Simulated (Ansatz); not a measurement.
Defect migration in polar orthorhombic HfO2 with all lengths changed by -1 %: interstitial H, charge state +1. These are PBE, PAW (plane waves to 420 eV; Ansatz, an electronic-structure program) values and carry that method's errors.

Cell of 96 host sites held at the strained lattice (strain from the relaxed PBE one, atoms relaxed); the Γ point alone; Fermi-Dirac width 0.01 eV, spin-restricted; finite-size errors left in. Energies are static. Spin-orbit coupling is left out. The host's phase is taken as given; its stability against other phases was not computed. The charge state is imposed; whether it is stable for some Fermi level was not computed. Sites that were not tried may lie lower.

Barriers: single points on a 2×2×2 k-point mesh shifted by half a step at the bands' geometries.

A. H moves alone to another site; the atom moves 2.55 Å along (-0.07, 0.00, 0.50) of the unit cell; the moving atom starts with neighbours O at 1.00, O at 1.74, O at 1.99 Å and ends with O at 1.00, O at 1.74, O at 1.99 Å; the start lies 0.20 eV above the lowest site run; saddle order not checked.
B. H moves alone to another site; the atom moves 2.15 Å along (-0.31, -0.25, -0.12) of the unit cell; the moving atom starts with neighbours O at 0.98, O at 1.92 Å and ends with O at 1.00, O at 1.74, O at 1.99 Å; saddle order not checked.
C. H moves alone to another site; the atom moves 1.31 Å along (0.19, -0.13, -0.12) of the unit cell; the moving atom starts with neighbours O at 0.98, O at 1.92 Å and ends with O at 1.00, O at 1.74, O at 1.99 Å; saddle order not checked.

Task: Put the candidates in order of forward barrier, lowest first, for PBE, PAW.

Result: C (0.40 eV), A (0.68 eV), B (1.01 eV)
